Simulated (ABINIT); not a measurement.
Band structure of Y2CN2O2 (P-3m1, 7 atoms in the cell).

```
Y2C(NO)2
1.0
    3.66940     0.00000     0.00000
   -1.83470     3.17779     0.00000
    0.00000     0.00000     8.10351
Y C N O
2 1 2 2
Cartesian
  0.00000   2.11853   5.49029
  1.83470   1.05926   2.61322
  0.00000   0.00000   0.00000
  0.00000   0.00000   1.21674
  0.00000   0.00000   6.88677
  0.00000   2.11853   3.21434
  1.83470   1.05926   4.88917
```

Method: PBEsol, norm-conserving pseudopotentials (PseudoDojo nc-sr-04 PBEsol standard) (plane waves; ABINIT).

Settings: pseudos = [Y.upf, C.upf, N.upf, O.upf]; ecut = 1143 eV; occopt = 1; ngkpt = 7 7 3; nshiftk = 1; shiftk = 0 0 0; potentials = PseudoDojo nc-sr-04 PBEsol standard; kptopt = 1; nstep = 100; toldfe1 = 1e-09 Ha; diemac = 6; ndtset = 2; getden2 = 1.

The starting cell comes from a database of computed structures (which also holds hypothetical and non-ambient phases and stackings), without a prior relaxation at this level. Its lattice was rescaled by a random factor within 2.5 % of one.

Question: Predict the gap along the standard path and the places of the band edges.

Answer: The gap along the path is 3.94 eV, direct at Γ to within 0.01 eV.

Levels in eV from the top of the valence band on the SCF mesh, bands 21 to 27:
| point | 21 | 22 | 23 | 24 | 25 | 26 | 27 |
|---|---|---|---|---|---|---|---|
| Γ | -2.23 | -0.67 | 0.00 | 0.00 | 3.94 | 5.35 | 5.62 |
| M | -1.51 | -1.07 | -0.59 | -0.32 | 4.76 | 5.26 | 5.62 |
| K | -1.58 | -0.78 | -0.49 | -0.49 | 4.19 | 5.53 | 5.53 |
| A | -2.62 | -0.81 | -0.02 | -0.02 | 4.12 | 5.41 | 5.63 |
| L | -1.10 | -1.05 | -0.85 | -0.53 | 4.82 | 5.72 | 5.77 |
| H | -1.82 | -0.78 | -0.75 | -0.75 | 4.26 | 5.68 | 5.82 |
